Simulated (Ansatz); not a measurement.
WS$_{2}$ (P6_3/mmc), Ansatz (an electronic-structure program) with PBEsol+D3BJ with spin-orbit coupling, rigid bands: N_c = 4.70e19 cm⁻³ at 300 K and an electron conductivity mass of 0.426 mₑ along z (a = (3.11, 0.00, 0.00) Å; b = (-1.56, 2.70, 0.00) Å; c = (0.00, 0.00, 11.77) Å).

### Question
For 1e17 electrons per cm³ at 300 K, place the Fermi level, estimate the Seebeck coefficient of a parabolic band with constant τ, and give mobility and conductivity for τ = 10 fs.

### Answer
The level lies k_BT ln(N_c/n) = 0.159 eV below the conduction-band minimum. S ≈ −(k_B/e)[ln(N_c/n) + 5/2] = -746 μV/K, against -742 μV/K from the full bands (mean over directions). μ = eτ/m = 41.3 cm²/(V·s) and σ = neμ = 0.661 S/cm. τ is assumed, not computed.

Band transport and this doping are assumed; polarons and phonon drag are left out. Geometry: cell and atoms relaxed with PBEsol+D3(BJ).

PBEsol with a dispersion correction tends to overbind, so the cell can be several per cent short, in bad cases over ten, which usually narrows a gap: WS2 (P6_3/mmc).
